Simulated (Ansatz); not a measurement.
The reference is CdSe in the wurtzite structure (space group P6_3mc, No. 186).

```yaml
crystal:
  lattice:
    - [4.38279, 0.00000, 0.00000]
    - [-2.19140, 3.79561, 0.00000]
    - [0.00000, 0.00000, 7.15437]
  atoms:
    - { symbol: Cd, position: [0.33333, 0.66667, 0.00013] }
    - { symbol: Cd, position: [0.66667, 0.33333, 0.50013] }
    - { symbol: Se, position: [0.33333, 0.66667, 0.37587] }
    - { symbol: Se, position: [0.66667, 0.33333, 0.87587] }
```

Cartesian axes are those of the cell as printed.

The values are results of DFT with PBE, PAW potentials and a 420 eV plane-wave cutoff in Ansatz (an electronic-structure program), no SOC, not measurements.

Modification: every lattice vector is shortened by 2.40 %; the atoms relax in the strained cell.

### Question
Predict the stress tensor and what it implies for the stiffness.

### Answer
Stress of the strained cell less that of the base (GPa, compression positive):
```
   3.83    0.00    0.00
   0.00    3.83    0.00
   0.00    0.00    3.89
```

Then B = −ΔP/(ΔV/V₀) with ΔV/V₀ = -0.0703 gives secant stiffness values (nonlinear terms included at this strain): B (at held cell shape, above the free-shape value) ≈ 55 GPa.

As a check, the harmonic strain energy −½ V₀ Δσ:ε is 26 meV/atom; the computed energy rise is 24 meV/atom.

Whether these cells are dynamically stable was not tested.
